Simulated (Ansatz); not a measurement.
Amorphous Zr20O43La2, 65 atoms at 5.42 g/cm³, one PBE-relaxed geometry, zone centre. Methods: PBE, scalar-relativistic without spin-orbit coupling (Ansatz, a first-principles code); r2SCAN, scalar-relativistic without spin-orbit coupling (Ansatz); HSE06, scalar-relativistic without spin-orbit coupling (Ansatz). Plane waves to 420 eV (r2SCAN 500 eV); exact exchange is cut at the cell's faces. At PBE the levels at the filled edge of the gap are localised (band-tail or defect states). All rungs ran without spin polarisation.

A CHGNet melt-quench gave the starting glass, which DFT then relaxed. O atoms were pushed apart under 1.9 Å during the dynamics, to hinder bonds among them. The hot cell started wider than the set density and was brought back towards it in steps. It is the lowest in DFT energy of 2 quenches. It is a model cell: composition and starting density were chosen by hand, and all elements were melted together. No dispersion term was used. Its density started from a set value of 5.43 and ended at 5.42 g/cm³. Cooling (nominally 300 K/ps over its main leg) ran many orders faster than in experiment, which tends to leave more defects and strain. Values belong to this one cell and scatter from quench to quench. Volume and shape were free in the relaxation.

The relaxation ran on the zone centre alone. At PBE the level gap is 3.64 eV on a 2×2×2 Γ-centred mesh, and the spacing at the zone centre alone 3.71 eV.

**Question.** What zone-centre spacing does r2SCAN give, roughly?

**Answer.** 4.17 eV (+0.45 eV against PBE).

**Question.** What zone-centre spacing does HSE06 give, roughly?

**Answer.** 5.24 eV (+1.53 eV against PBE).

The highest filled and the lowest empty state spread over these numbers of atoms (participation numbers): PBE: 5.6 and 21.0; r2SCAN: 5.1 and 20.3; HSE06: 5.1 and 19.8.
